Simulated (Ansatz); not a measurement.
Consider a 16-atom cell of (Ru,Ti) started in the hexagonal close-packed structure, site fractions Ru 0.750, Ti 0.250, short-range order -0.06 in the first shell of the mixed sites (0 is random, a negative value favours unlike neighbours), space group P1 at the end. Its start:

```
CELL_PARAMETERS angstrom
     -0.01780    -4.78051    -4.40678
      0.02555     4.75216    -4.37564
      5.49528     0.03920     4.38629
ATOMIC_POSITIONS crystal
  Ru 0.56865 0.41127 0.24129
  Ru 0.20891 0.53530 0.00633
  Ru 0.71272 0.04560 0.99930
  Ru 0.33411 0.16232 0.74151
  Ti 0.49237 0.82056 0.51340
  Ru 0.95060 0.28739 0.50409
  Ru 0.09411 0.90937 0.25514
  Ru 0.83503 0.67286 0.76196
  Ru 0.54970 0.22219 0.50204
  Ti 0.15357 0.31798 0.25286
  Ru 0.66897 0.83252 0.23787
  Ti 0.31182 0.94743 0.01159
  Ru 0.39513 0.58649 0.72966
  Ru 0.93759 0.08721 0.76105
  Ti 0.00289 0.71036 0.48937
  Ru 0.78381 0.45114 0.99255
```

The mixing enthalpy is taken against the end members in the hexagonal close-packed type (which need not be the stable form of Ru and Ti), relaxed in the same cell and mesh.

Computed with r2SCAN (plane waves to 500 eV, PAW; Ansatz, a program for electronic structure). Spin–orbit coupling is left out; the runs are not spin-polarised. Its k-point mesh 6×6×6, Fermi–Dirac width 0.05 eV.

```
end member  weight  volume per atom (Å³)
----------  ------  --------------------
Ru           0.750                 13.49
Ti           0.250                 17.31
```

Predict the alloy's volume, bond lengths and mixing enthalpy.


```
Item                                                                                               Value
----------------------------------------------------------  --------------------------------------------
volume per atom                                                                                 14.10 Å³
Ru–Ru bonds                                                 2.704 Å on average, from 2.584 to 2.806 (53)
Ru–Ti bonds                                                 2.802 Å on average, from 2.563 to 3.704 (42)
Ti–Ti bonds                                                  3.086 Å on average, from 2.777 to 3.650 (7)
mixing enthalpy per site of the mixed sublattice                                                -228 meV
departure of the mean lattice parameter from Vegard's line                                        -0.7 %
```
